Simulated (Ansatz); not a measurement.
The reference is YN in the rock salt structure (space group Fm-3m, No. 225; a = 4.820 Å). Axes: x, y, z lie along the cube axes.

Computed with Ansatz (a quantum-chemistry and plane-wave program) LDA, no SOC.

Strains are applied to the cell and any free atomic positions relax; under biaxial strain the out-of-plane vector relaxes too.

One change was made to it. Results:

```json
[
 {"quantity": "pressure (mean of the normal stresses, compression positive)", "base": "0.0 GPa", "after": "-7.0 GPa"},
 {"quantity": "energy relative to the base (free energy F)", "base": "0 meV/atom", "after": "+30 meV/atom"},
 {"quantity": "volume per atom", "base": "14.00 Å³", "after": "14.65 Å³"},
 {"quantity": "band gap", "base": "zero", "after": "zero"}
]
```

### Question
Which change produced these results?
(A) biaxial strain +0.50 %, plane normal [001], relaxed out of plane
(B) biaxial strain +1.50 %, plane normal [001], relaxed out of plane
(C) biaxial strain −2.50 %, plane normal [001], relaxed out of plane
(D) biaxial strain −1.00 %, plane normal [001], relaxed out of plane
(E) biaxial strain +3.00 %, plane normal [001], relaxed out of plane

### Answer
E, biaxial strain +3.00 %, plane normal [001], relaxed out of plane. For comparison, the energy relative to the base in the other runs: biaxial strain −1.00 %, plane normal [001], relaxed out of plane gives +3.8 meV/atom; biaxial strain +1.50 %, plane normal [001], relaxed out of plane gives +7.8 meV/atom; biaxial strain +0.50 %, plane normal [001], relaxed out of plane gives +0.9 meV/atom; biaxial strain −2.50 %, plane normal [001], relaxed out of plane gives +25 meV/atom.

A case with no gap was solved on a k-mesh chosen for an insulator, which is coarse for it. Stability against distortions was not tested. The final runs are not spin-polarised. Gaps under 0.05 eV, about the width of the smearing, are given as zero. A zero or small gap of YN can be the functional's error rather than a property of the material.
